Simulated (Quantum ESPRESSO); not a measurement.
Checking a run of Quantum ESPRESSO on SrTl2 (P6_3/mmc, 6 atoms in the cell). The aim is a self-consistent single point with DFT, PBEsol, plane waves, GBRV 1.5 ultrasoft (PBESOL) pseudopotentials.

Input:

```fortran
&CONTROL
   calculation = 'scf'
   outdir = './out'
   pseudo_dir = './'
   verbosity = 'high'
   tprnfor = .true.
   tstress = .true.
/
&SYSTEM
   ibrav = 0
   nat = 6
   ntyp = 2
   ecutwfc = 40
   ecutrho = 200
   occupations = 'smearing'
   smearing = 'cold'
   degauss = 0.0073499
/
&ELECTRONS
   conv_thr = 1e-10
   mixing_beta = 0.7
/
ATOMIC_SPECIES
Tl   204.3800  tl_pbesol_v1.2.uspp.F.UPF
Sr    87.6200  sr_pbesol_v1.uspp.F.UPF
CELL_PARAMETERS {bohr}
   5.073999486     0.000000000     0.000000000
  -2.536999743     4.394212453     0.000000000
   0.000000000     0.000000000     8.216999732
ATOMIC_POSITIONS {crystal}
Tl    0.333333333    0.666666667    0.452000000
Tl    0.666666667    0.333333333    0.952000000
Tl    0.333333333    0.666666667    0.048000000
Tl    0.666666667    0.333333333    0.548000000
Sr    0.000000000    0.000000000    0.250000000
Sr    0.000000000    0.000000000    0.750000000
K_POINTS {automatic}
7 7 4  0 0 0
```

Log, with long lists cut:

```
     Message from routine setup:
     using ibrav=0 with symmetry is DISCOURAGED, use correct ibrav instead
     G-vector sticks info
     --------------------
     sticks:   dense  smooth     PW     G-vecs:    dense   smooth      PW
   [... lines left out ...]
         1        Tl     tau(   1) = (  0.3333333  0.6666667  0.4520000  )
         2        Tl     tau(   2) = (  0.6666667  0.3333333  0.9520000  )
         3        Tl     tau(   3) = (  0.3333333  0.6666667  0.0480000  )
         4        Tl     tau(   4) = (  0.6666667  0.3333333  0.5480000  )
         5        Sr     tau(   5) = (  0.0000000  0.0000000  0.2500000  )
         6        Sr     tau(   6) = (  0.0000000  0.0000000  0.7500000  )

     number of k points=    24  Marzari-Vanderbilt smearing, width (Ry)=  0.0073
                       cart. coord. in units 2pi/alat
        k(    1) = (   0.0000000   0.0000000   0.0000000), wk =   0.0102041
        k(    2) = (   0.0000000   0.0000000   0.1543751), wk =   0.0204082
        k(    3) = (   0.0000000   0.0000000  -0.3087501), wk =   0.0102041
   [... 21 lines left out ...]

     Dense  grid:     8761 G-vectors     FFT dimensions: (  24,  24,  40)

     Smooth grid:     6315 G-vectors     FFT dimensions: (  24,  24,  36)

     Initial potential from superposition of free atoms

     starting charge      71.9209, renormalised to      72.0000

     negative rho (up, down):  2.251E-01 0.000E+00
     Self-consistent Calculation

     iteration #  1     ecut=    40.00 Ry     beta= 0.70

---- Real-time Memory Report at c_bands before calling an iterative solver
            74 MiB given to the printing process from OS
            37 MiB allocation reported by mallinfo(arena+hblkhd)
------------------

     negative rho (up, down):  2.915E-01 0.000E+00

     total energy              =    -681.50927640 Ry
     estimated scf accuracy    <       0.99283188 Ry

     iteration #  2     ecut=    40.00 Ry     beta= 0.70

   [... lines left out ...]
            55 MiB allocation reported by mallinfo(arena+hblkhd)
------------------

     negative rho (up, down):  3.203E-01 0.000E+00

     total energy              =    -681.92627151 Ry
     estimated scf accuracy    <          4.0E-09 Ry

     iteration # 10     ecut=    40.00 Ry     beta= 0.70

---- Real-time Memory Report at c_bands before calling an iterative solver
            92 MiB given to the printing process from OS
            55 MiB allocation reported by mallinfo(arena+hblkhd)
------------------

     negative rho (up, down):  3.203E-01 0.000E+00
     End of self-consistent calculation

     the Fermi energy is    82.6816 ev

!    total energy              =    -681.92627151 Ry
     estimated scf accuracy    <          7.4E-12 Ry
     smearing contrib. (-TS)   =      -0.00027277 Ry
     internal energy E=F+TS    =    -681.92599874 Ry

     convergence has been achieved in  10 iterations

     negative rho (up, down):  3.203E-01 0.000E+00

     Forces acting on atoms (cartesian axes, Ry/au):

     atom    1 type  1   force =     0.00000000    0.00000000    1.05691972
     atom    2 type  1   force =     0.00000000    0.00000000    1.05691972
     atom    3 type  1   force =    -0.00000000   -0.00000000   -1.05691972
     atom    4 type  1   force =     0.00000000    0.00000000   -1.05691972
   [... lines left out ...]
     Total force =     2.113839     Total SCF correction =     0.000007
   [... lines left out ...]

     negative rho (up, down):  3.203E-01 0.000E+00
          total   stress  (Ry/bohr**3)                   (kbar)     P=    55383.32
   0.39699373   0.00000000   0.00000000        58399.79        0.00        0.00
   0.00000000   0.39699373  -0.00000000            0.00    58399.79       -0.00
   0.00000000  -0.00000000   0.33547708            0.00       -0.00    49350.38

   JOB DONE.
```

Is anything amiss in this input, and did it matter?

The run is not sound. The fault is this: cell lengths typed in angstrom where bohr is read. Bohr and ångström differ by a factor of 1.89; the cell that the program reads is then far too large or far too small. To fix it, give the lengths in the unit that the key or card expects. The run converged in 10 iterations without an error; against the sound input the free energy goes up by 84.4 eV/atom, the pressure goes from -0.98 to 5538 GPa and the largest force goes from 0.017 to 27.17 eV/Å. The full log also holds: “c_bands:  1 eigenvalues not converged”.

The sound input it was made from differs as follows (other fixes are possible):
```diff
-   5.073999486     0.000000000     0.000000000
-  -2.536999743     4.394212453     0.000000000
-   0.000000000     0.000000000     8.216999732
+   9.588470467     0.000000000     0.000000000
+  -4.794235233     8.303859008     0.000000000
+   0.000000000     0.000000000    15.527879566
```

With that input, the run converged in 9 iterations: free energy E − TS -9784.3371 eV; Fermi level (on the code's own zero) 9.98 eV; pressure -0.98 GPa; largest force (vector length) 0.017 eV/Å (DFT, PBEsol, plane waves, GBRV 1.5 ultrasoft (PBESOL) pseudopotentials).

On the sound input: the starting cell comes from a database of published, mostly measured structures (it also holds non-ambient and calculated ones), without a prior relaxation at this level. Spin-orbit coupling is off.
